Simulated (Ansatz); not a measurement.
**Effect of isotropic strain −5.78 % on SrTiO3**

The reference is SrTiO$_{3}$ in the cubic perovskite structure (space group Pm-3m, No. 221; a = 3.908 Å).

Perturbation: the cell is scaled by 0.9422 in all directions; the atoms relax in the strained cell.

Method: r2SCAN (Ansatz, an electronic-structure program), spin-orbit coupling left out, earlier PAW set. Γ-centred 9×9×9 mesh, Fermi–Dirac width 0.05 eV.

- Volume per atom: 9.98 Å³ (base 11.93 Å³)
- Space group: Pm-3m (No. 221) (base Pm-3m (No. 221))
- Energy relative to the base (free energy F): +0.259 eV/atom
- Pressure: 497.6 kbar (base 0.0 kbar)
- Band gap: 2.64 eV (base 2.27 eV)
- Gap character: indirect, R → Γ (base indirect, R → Γ)
- Smallest direct gap: 2.82 eV (base 2.63 eV)
- Width of the top valence band: 1.26 eV (base 1.05 eV)

Cost of the whole job for the changed cell (relaxation, final SCF and bands): roughly 24 core-seconds.

Whether these cells are dynamically stable was not tested. The final runs are not spin-polarised. Many cubic perovskites are stable only at high temperature; tilts and polar distortions were not tested.
